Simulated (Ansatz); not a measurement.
Ansatz (a first-principles code) run on Ni₃Se₂ (R32, 5 atoms in the cell): self-consistent single point.

Method of the run: BLYP, default PAW files made with PBE (plane waves; Ansatz).

```
Ni3Se2
1.0
    2.94052     1.69771     2.35732
   -2.94052     1.69771     2.35732
    0.00000    -3.39542     2.35732
Se Ni
2 3
Cartesian
  0.00000   0.00000   5.23332
  0.00000   0.00000   1.83864
  1.48849   1.69771   2.35732
 -2.21451   0.44022   2.35732
  0.72601  -2.13793   2.35732
```
Moments meant for the start (each program seeds them in its own way; μB, in the order of the atoms Se Se Ni Ni Ni): 0.0 0.0 2.0 2.0 2.0.

Reference input (self-consistent single point, DFT, PBEsol, plane waves, default PAW files made with PBE): kpoints.mp_grid.grid = 8 8 8; hamiltonian.xc = pbesol; hamiltonian.pseudopotentials = {kind: paw} (the program's default PAW files); magnetization.spin_polarized = true; scf.occupations.method = gaussian; scf.occupations.width = 0.1 eV. This run's input differs from it in these lines:

Ansatz 0.2 input:
```diff
@@ -14,3 +14,3 @@
 hamiltonian:
-  xc: pbesol
+  xc: blyp
   pseudopotentials: { kind: paw }
```

Output (repeated stretches shortened):

```
SCF iter   1: F=—  HF=-28500.211580 eV  |F-HF|=—  |Δ(HF+E_count)|=         —  Δρ=2.55e-1 (↑1.06e-1 ↓2.55e-1)  dr2=1.63e1  dr2_m=2.05e1  M=0.300 μB ∫|m|=0.586 μB  β_m=0.30  ethr=3.10e-3  ⟨swp⟩=6.0  Hψ=25547  notcnv=0  defer=80
Mixer restart at iter 1: flushing history
all-band conjugate gradients solve this SCF's bands
preconditioner: auto → Kerker (q_TF=auto, 2.819 Å⁻¹)
   [... lines left out ...]
SCF iter  12: F=—  HF=-28505.717155 eV  |F-HF|=—  |Δ(HF+E_count)|=   5.98e-8  Δρ=1.46e-6 (↑1.46e-6 ↓1.45e-6)  dr2=7.25e-9  dr2_m=3.06e-12  M=-0.000 μB ∫|m|=0.000 μB  β_m=0.99  ethr=3.83e-10  ⟨swp⟩=2.0  Hψ=9799  notcnv=0  defer=821
SCF iter  13: F=-28505.717155 eV  HF=-28505.717155 eV  |F-HF|=7.08e-9  |Δ(HF+E_count)|=   3.72e-9  Δρ=1.94e-6 (↑1.93e-6 ↓1.94e-6)  dr2=8.03e-9  dr2_m=4.15e-14  M=0.000 μB ∫|m|=0.000 μB  ethr=8.43e-12  ⟨swp⟩=8.4  Hψ=32116  notcnv=0
SCF 1 converged in 13 iterations: F = -28505.717155 eV  dr2 = 8.03e-9
WARN: the starting moments were not kept: the SCF closed with an absolute magnetisation of 1.3e-7 μB, where they sum to 6 μB in size (3 sites) …
Magnetization: 0.0000 μB (43.0000 up, 43.0000 down)
   [... lines left out ...]
Absolute magnetization: 0.0000 μB (∫|ρ↑−ρ↓|, with the PAW one-centre terms)
Free energy (F): -28505.717155 eV
Fermi energy:    15.743304 eV
   [... lines left out ...]
  atom   5  Ni     0.10019572     0.17354408    -0.00000000
--- Stress (GPa, compression-positive) ---
       19.839841       0.000000       0.000000
        0.000000      19.839841       0.000000
        0.000000       0.000000      20.556029
  P = ⅓ Tr σ = 20.0786 GPa (200.786 kbar)
  The stress holds the Pulay correction. Without it, at fixed plane waves, as pw.x and ABINIT print it: P = 20.0311 GPa
```

The run converged in 13 iterations. Against the reference run the pressure goes from 4.03 to 20.08 GPa and the largest force goes from 0.183 to 0.549 eV/Å.

The starting cell comes from a database of published, mostly measured structures (it also holds non-ambient and calculated ones), without a prior relaxation at this level. Its lattice was rescaled by a random factor within 2.5 % of one. The starting moments vanished: the run ended non-magnetic, which need not be the lowest state. The program warned that a starting moment was not kept. With a pressure of about 20 GPa the cell is away from its equilibrium volume at this level. Ansatz's pressure includes its estimate of the finite-basis (Pulay) stress.

Cost on one core of a shared machine: roughly 2 min.
